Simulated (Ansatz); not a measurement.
# Al3BC3 (P6₃/mmc, No. 194, 14 atoms in the cell; start mp-1214836)

Calculation: HSE06 (PAW; Ansatz, a program for electronic structure).

Settings: plane-wave cutoff 460 eV, 6×6×2 k mesh (along the axes of the cell as run), Fermi–Dirac smearing 0.01 eV, scalar-relativistic PAW data made under PBE.

Cell (relaxed with PBEsol):

Al₃BC₃ has the hexagonal space group P6₃/mmc (No. 194), Pearson symbol hP14. Lattice parameters: a = 3.4115 Å, b = 3.4115 Å, c = 15.7911 Å, α = 90.00°, β = 90.00°, γ = 120.00°. Al1 on 2b is surrounded by 3 C at 1.970 Å and 2 C at 2.507 Å (trigonal bipyramidal). Al2 on 4f has 4 C at 2.019–2.029 Å and 3 B at 2.756 Å. B on 2a sees 2 C at 1.441 Å and 6 Al at 2.756 Å. C1 on 2c has 5 Al at 1.970–2.019 Å (trigonal bipyramidal). C2 on 4e is coordinated by 1 B at 1.441 Å and 3 Al at 2.029 Å and 1 Al at 2.507 Å. (Neighbours: up to the widest gap in distance over summed covalent radii, below 1.35, at either atom; cation-cation and far metal-metal contacts left out.)

```yaml
band_gap: 2.60 eV (on the SCF k mesh) (indirect)
smallest_direct_gap_on_the_k_points_sampled: 3.20 eV
direct gap at Γ: 4.09 eV
```

Note: cell and atoms aren't relaxed at this level (pressure -0.7 GPa).

The computed numbers hold no vibrational or temperature effects.

A start named mp-… is a Materials Project structure, which need not be a measured phase.
